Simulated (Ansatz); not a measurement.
For β-phase Si₃N₄ (model structure), LDA in Ansatz (plane waves, PAW) gives:

| Item | Result |
|---|---|
| lattice constant a | 7.574 Å |
| c axis length | 2.891 Å |

Task: What does r²SCAN (PAW; Ansatz, a program for electronic structure) give for the same quantities?

Result: 
- lattice constant a: 7.606 Å (grows by 0.4 %)
- lattice parameter c: 2.906 Å (goes up by 0.5 %)

Changes are worked out from the printed values.

Unless a cell is named, each level is at its own relaxed cell (LDA 10.26, r²SCAN 10.40 Å³/atom).

Ansatz's density-functional and Hartree–Fock values are scalar-relativistic unless marked +SOC, with PAW data made under PBE.

A model structure was made by putting elements into a prototype or built by hand; here it ended with the formula and space group of a phase in our tables.
